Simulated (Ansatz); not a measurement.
The starting structures come from a database of crystals and need not be the phases stable at ambient conditions.

```yaml
crystal:
  lattice:
    - [4.36577, 0.00000, 0.00000]
    - [0.00000, 9.59036, 0.00000]
    - [0.00000, -4.61804, 4.79191]
  atoms:
    - { symbol: Ca, position: [0.00000, 0.00000, 0.00000] }
    - { symbol: Ca, position: [0.50000, 0.50000, 0.00000] }
    - { symbol: Br, position: [0.00000, 0.32747, 0.60292] }
    - { symbol: Br, position: [0.00000, 0.67253, 0.39708] }
    - { symbol: Br, position: [0.50000, 0.17253, 0.94798] }
    - { symbol: Br, position: [0.50000, 0.82747, 0.05202] }
```

Space group of this cell: Pnnm. The cell is taken as given.

Transport runs along the normal of the first two printed cell vectors.

No gap correction and no spin-orbit coupling; mid-gap values are interpolated between computed energies.

Question: State the band gap and the smallest decay constant κ at mid-gap according to r2SCAN (Ansatz, a quantum-chemistry and plane-wave program).

Answer: Gap 5.10 eV on a 8×6×6 mesh; κ = 0.323 1/Å, at the zone centre.
